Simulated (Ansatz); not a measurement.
A constructed model of the (110) surface of bcc Ta, a layer of Cu in place of the third plane (bottom of the slab: a bare face, its two planes held)

Computed with PBE (plane waves to 420 eV, PAW; Ansatz, a quantum-chemistry and plane-wave program).

Model: 6-atom slab, 11.3 Å thick at the start, 14x14x1 mesh, Fermi-Dirac 0.1 eV, dipole correction, 2 atoms held, the rest relaxed; symmetry of the start imposed; no spin, no spin-orbit, no U. In PBE it is, or lies within 0.01 eV a 1x1 cell of, the lowest of the 2 structures of its composition computed so far; larger cells were not tried.

```
Property                                               Value
-----------------------------  -----------------------------
work function of the top face                        4.75 eV
energy released by relaxation                       0.076 eV
cost                           around 6 core-minutes (rough)
```
